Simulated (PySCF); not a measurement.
PySCF 2.14.0, BP86/def2-svpd, df: Sr(Cl)(OH)(OH2)2 ([OH][Sr](<-[OH2])(<-[OH2])[Cl]), 10 atoms. The geometry is a generated start, not checked to be a minimum at this level.

```yaml
task: energy
method: bp86
basis: def2-svpd
two_electron_scheme: density fitting
mol.max_memory: 3000 MB
mf.max_cycle: 100
mf.init_guess: minao (default)
mf.DIIS: CDIIS (default)
mf.conv_tol: 1e-09 (default)
mf.grids.level: 3 (default)
effective_core_potentials: those of the basis set, past Kr
basis_functions: 162
grid_points: 132080
```

```xyz
10

Sr     0.5422    -0.0105     0.8569
Cl     0.7479     2.0522    -0.6986
O      1.5775    -1.6398     0.1321
H      2.0487    -2.4526     0.3051
O     -0.5103    -0.9565    -1.1837
H      0.2875    -1.5114    -0.9844
H     -0.1902    -0.3194    -1.8358
O     -1.3092     1.3453     1.3440
H     -2.2375     1.5806     1.4328
H     -0.9565     1.9121     0.6315
```

One run each on 2 threads, 1 BLAS thread. Values of diis_space tried: 3, 5, 8 (default), 12, 20.

### Question
How does the count of Fock builds change with diis_space, and where is it least?

### Answer
Fewest Fock builds, within one of each other: 8 (default) with 15, 12 with 15, 20 with 15. The count rises to 34 at 3. All converge to one solution.

| diis_space | Fock builds | end |
|---|---|---|
| 3 | 34 | same solution |
| 5 | 18 | same solution |
| 8 (default) | 15 | same solution |
| 12 | 15 | same solution |
| 20 | 15 | same solution |
